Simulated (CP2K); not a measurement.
Input and output of a self-consistent single point for SnSe2 (P-3m1, 3 atoms in the cell) (CP2K).

Method: PBE, GPW, DZVP-MOLOPT-SR-GTH basis, GTH-PBE potentials (GTH_POTENTIALS) (CP2K).

The change in words: lattice scaled by 0.98. Reference geometry:
```yaml
crystal:
  lattice:
    - [3.76391, 0.00000, 0.00000]
    - [-1.88196, 3.25964, 0.00000]
    - [0.00000, 0.00000, 6.35422]
  atoms:
    - { symbol: Sn, position: [0.00000, 0.00000, 0.00000] }
    - { symbol: Se, position: [0.66667, 0.33333, 0.75710] }
    - { symbol: Se, position: [0.33333, 0.66667, 0.24290] }
```

Reference input (self-consistent single point, DFT PBE, GPW, DZVP-MOLOPT-SR-GTH basis, GTH-PBE potentials (GTH_POTENTIALS)): CUTOFF = 400 Ry; REL_CUTOFF = 60 Ry; KPOINTS/SCHEME = MONKHORST-PACK 8 8 4; GAMMA_CENTERED = T; XC_FUNCTIONAL = PBE; Sn/BASIS_SET = DZVP-MOLOPT-SR-GTH; Sn/POTENTIAL = GTH-PBE-q4; Se/BASIS_SET = DZVP-MOLOPT-SR-GTH; Se/POTENTIAL = GTH-PBE-q6; METHOD = GPW; EPS_DEFAULT = 1e-10; NGRIDS = 4. This run's input differs from it in these lines:

```diff
@@ -59,5 +59,5 @@
     &CELL
-      A 3.76390900 0.00000000 0.00000000
-      B -1.88195500 3.25964100 0.00000000
-      C 0.00000000 0.00000000 6.35421700
+      A 3.68863100 0.00000000 0.00000000
+      B -1.84431600 3.19444800 0.00000000
+      C 0.00000000 0.00000000 6.22713300
       PERIODIC XYZ
```

Log, with long lists cut:

```
 SCF WAVEFUNCTION OPTIMIZATION

  Step     Update method      Time    Convergence         Total energy    Change
     1 NoMix/Diag. 0.20E+00      -     0.86216980       -22.6212599366 -2.26E+01
     2 Broy./Diag. 0.20E+00      -     0.05448796       -22.1414253143  4.80E-01
     3 Broy./Diag. 0.20E+00      -     0.10348608       -22.2880759042 -1.47E-01
     4 Broy./Diag. 0.20E+00      -     0.00535766       -22.3900373705 -1.02E-01
     5 Broy./Diag. 0.20E+00      -     0.00102856       -22.3850292604  5.01E-03
     6 Broy./Diag. 0.20E+00      -     0.00153427       -22.3717126549  1.33E-02
   [... 3 lines left out ...]
    10 Broy./Diag. 0.20E+00      -     0.00000960       -22.3663715419 -6.85E-05
    11 Broy./Diag. 0.20E+00      -     0.00000069       -22.3663766884 -5.15E-06
    12 Broy./Diag. 0.20E+00      -     0.00000049       -22.3663761200  5.68E-07
    13 Broy./Diag. 0.20E+00      -     0.00000004       -22.3663754129  7.07E-07
  *** SCF run converged in    13 steps ***

  Overlap energy of the core charge distribution:               0.00000001290886
  Self energy of the core charge distribution:                -47.28550520351638
  Core Hamiltonian energy:                                     10.84202393851789
  Hartree energy:                                              19.37816816469648
  Exchange-correlation energy:                                 -5.30106232551362

  Total energy:                                               -22.36637541290677

 ENERGY| Total FORCE_EVAL ( QS ) energy [hartree]            -22.366374949237461

 FORCES| Atomic forces [hartree/bohr]
 FORCES|   Atom     x               y               z               |f|
 FORCES|      1  8.32909335E-14  1.24266543E-08 -9.40995816E-09   1.55874645E-08
   [... lines left out ...]

 STRESS| Analytical stress tensor [bar]
 STRESS|                        x                   y                   z
 STRESS|      x        1.40415595280E+05  -1.56618030107E-01   6.40285204055E-01
 STRESS|      y       -1.56618030107E-01   1.40415503733E+05  -4.13235719979E-01
 STRESS|      z        6.40285204055E-01  -4.13235719979E-01   1.31323996963E+05
 STRESS| 1/3 Trace                                             1.37385031992E+05
```

The run converged in 13 iterations. Against the reference run the free energy goes up by 101 meV/atom, the pressure goes from 7.73 to 13.74 GPa, the largest force goes from 1.030 to 1.756 eV/Å and the gap on the mesh goes from 0.842 to 0.931 eV.

The starting cell comes from a database of computed structures (which also holds hypothetical and non-ambient phases and stackings), without a prior relaxation at this level. Its lattice was rescaled by a random factor within 2.5 % of one. For this run, on top of that: lattice scaled by 0.98. Values carry the incompleteness of an atom-centred basis. With a pressure of about 14 GPa the cell is away from its equilibrium volume at this level. Forces in this geometry exceed 1 eV/Å.
